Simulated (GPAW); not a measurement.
A short convergence ladder for NbZn3 (Pm-3m, 4 atoms in the cell)

```
CELL_PARAMETERS angstrom
      3.89825     0.00000     0.00000
      0.00000     3.89825     0.00000
      0.00000     0.00000     3.89825
ATOMIC_POSITIONS crystal
  Nb 0.00000 0.00000 0.00000
  Zn 0.50000 0.00000 0.50000
  Zn 0.00000 0.50000 0.50000
  Zn 0.50000 0.50000 0.00000
```

Base method: LDA (Perdew-Wang 92), GPAW PAW datasets LDA (gpaw-data 1.0.1) (plane waves; GPAW).

Base settings: mode = pw; ecut = 800 eV; xc = LDA; kpts = 4 4 4; mesh shift (steps) = 0 0 0; occupations.name = methfessel-paxton; occupations.width = 0.1 eV; occupations.order = 0; nbands = -12; convergence.density = 1e-05 e/electron.

Core times come from one kind of shared machine, to one figure; runs under 30 s give none.

**The force threshold of a relaxation**

On NbZn3 (P4mm, 4 atoms in the cell): one atom moved by 0.15 angstrom.

In this ladder: optimizer = BFGS.

The mesh stays at the base's, so the ladder's end is converged at best in this setting alone.

Only quantities that move along the ladder and can be compared are tabulated.

```csv
fmax,free energy less the last step's (meV/atom),largest force left (eV/Å),relaxation steps,core time / last (rough)
0.2 eV/Å,0.55,0.1234,2,0.5
0.1 eV/Å,0.22,0.0694,4,0.7
0.05 eV/Å,0.01,0.0215,6,0.8
0.03 eV/Å,0.01,0.0215,6,0.9
0.02 eV/Å,0.00,0.0034,7,1.0
0.01 eV/Å,0.00,0.0034,7,0.9
0.005 eV/Å,0.00,0.0034,7,1.0
0.002 eV/Å,0.00,0.0015,8,1
0.001 eV/Å,0.00,0.0009,9,1
```

Coarsest fmax that holds the largest force left within 0.01 eV/Å of the last step, with all finer ones: 0.02 eV/Å; the step before is off by 0.021 eV/Å.

Coarsest fmax that holds the free energy within 0.05 meV/atom of the last step, with all finer ones: 0.05 eV/Å; the step before is off by 0.22 meV/atom.

On the base run: the starting cell comes from a database of computed structures (which also holds hypothetical and non-ambient phases and stackings), without a prior relaxation at this level. Its lattice was rescaled by up to half a per cent. Spin polarisation is off. In the base run, with a pressure of about -7 GPa the cell is away from its equilibrium volume at this level. Without a gap this mesh is coarse (it stands for a supercell whose shortest vector is 16 Å).
